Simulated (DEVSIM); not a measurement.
Device: abrupt Si p-n junction, at 300 K.

```tsv
layer (left to right)	material	thickness (μm)	Nd (cm⁻³)	Na (cm⁻³)	τn (s)	τp (s)
1	Si	2.10	-	2.8e16	7.6e-7	7.6e-7
2	Si	9.20	8.5e15	-	7.6e-7	7.6e-7
```

Left contact: ohmic. Right contact: ohmic. Voltage is applied to the left contact. Recombination: SRH at mid-gap, radiative, Auger. Mobility is μmin + (μ − μmin)/(1 + (N/Nref)^α).

This is a model device: material constants are rounded textbook-type values typed into the input, and sizes, dopings and lifetimes were drawn at random. Values at 300 K; Nc and Nv go as T^1.5, mobilities as T to minus their exponent, the gap by Varshni's rule with the affinity fixed.

| parameter | Si |
|---|---|
| gap (eV) | 1.124 |
| affinity (eV) | 4.05 |
| permittivity | 11.7 |
| Nc (cm⁻³) | 2.86e19 |
| Nv (cm⁻³) | 3.1e19 |
| μn (cm²/Vs) | 1417 |
| μp (cm²/Vs) | 470 |
| μn,min | 52 |
| μp,min | 45 |
| Nref,n | 9.7e16 |
| Nref,p | 2.2e17 |
| αn | 0.68 |
| αp | 0.72 |
| T exponent of μn | 2.3 |
| T exponent of μp | 2.2 |
| B (cm³/s) | 4.7e-15 |
| Cn (cm⁶/s) | 2.8e-31 |
| Cp (cm⁶/s) | 9.9e-32 |
| Varshni α (eV/K) | 0.000473 |
| Varshni β (K) | 636 |

DEVSIM, 1D drift-diffusion, Boltzmann statistics, complete ionisation; no tunnelling, impact ionisation, image-force lowering or self-heating.

The temperature was swept, all else fixed.

```csv
temperature (K),largest field in the device at zero bias (V/cm),dark forward voltage at 100 A/cm² (V),potential step across the device at zero bias (V),dark forward voltage at 1 A/cm² (V)
250,40000,0.824,0.822,0.700
300,37000,0.745,0.733,0.593
350,34000,0.667,0.640,0.483
400,31000,0.588,0.545,0.371
450,28000,0.508,0.447,0.257
500,24000,0.429,0.347,0.143
```

From the first row to the last the largest field in the device at zero bias goes from 40000 to 24000. From the first row to the last the dark forward voltage at 100 A/cm² goes from 0.824 to 0.429.
